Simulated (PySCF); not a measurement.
PySCF 2.14.0, PBE0/def2-svp, df: Hf(OH)3(OEt) (CC[O][Hf]([OH])([OH])[OH]), 15 atoms. The geometry is a generated start, not checked to be a minimum at this level.

- task: energy
- method: pbe0
- basis: def2-svp
- two-electron scheme: density fitting
- mol.max_memory: 3000 MB
- mf.max_cycle: 100
- mf.conv_tol: 1e-09 (default)
- mf.grids.level: 3 (default)
- effective core potentials: those of the basis set, past Kr
- basis functions: 156
- grid points: 186824

```xyz
15

Hf    -0.1088     0.8943     1.1001
O      1.7134     1.1748     1.4103
H      1.8607     2.0019     1.8852
O     -0.8138    -0.3071     2.3516
H     -1.1476     0.1024     3.1575
O     -0.9281     2.5658     1.2966
H     -1.2588     2.8617     0.4387
O     -0.4002     0.3613    -0.6542
C      0.2714    -0.8711    -0.7890
C     -0.0646    -1.5216    -2.1319
H      1.3644    -0.6962    -0.7296
H     -0.0391    -1.5481     0.0361
H      0.2399    -0.8620    -2.9413
H      0.4492    -2.4739    -2.2303
H     -1.1380    -1.6821    -2.1998
```

Charge 0 and multiplicity 1 are set for this test and not shown to be the ground state.

With the defaults (mf.DIIS = CDIIS, mf.diis = true, mf.diis_space = 8, mf.init_guess = minao, mf.damp = 0, mf.diis_start_cycle = 1, mf.diis_damp = 0, newton = off) it converges in 12 Fock builds. One run each on 2 threads, 1 BLAS thread, with these changes:
- mf.init_guess = 1e
- newton = Hessian by the SCF's own integrals
- mf.diis_space = 12
- mf.DIIS = EDIIS
- mf.diis_space = 20
- mf.diis = false
- mf.diis_damp = 0.3
- mf.damp = 0.3, mf.diis_start_cycle = 4
- mf.diis_space = 5

Q: Which runs fail or end elsewhere than the default run?

A: No convergence: mf.DIIS = EDIIS; mf.diis = false (the run ends without SCF convergence in 100 cycles). The rest reach the solution of the defaults.

| setting | Fock builds | end |
|---|---|---|
| the defaults | 12 | same solution |
| mf.diis_space = 12 | 12 | same solution |
| mf.diis_space = 5 | 12 | same solution |
| mf.diis_damp = 0.3 | 12 | same solution |
| mf.diis_space = 20 | 12 | same solution |
| mf.damp = 0.3, mf.diis_start_cycle = 4 | 15 | same solution |
| mf.init_guess = 1e | 21 | same solution |
| newton = Hessian by the SCF's own integrals | 28 | same solution |
| mf.DIIS = EDIIS | 101 | no convergence |
| mf.diis = false | 101 | no convergence |

Under newton the count holds the products with the orbital Hessian.
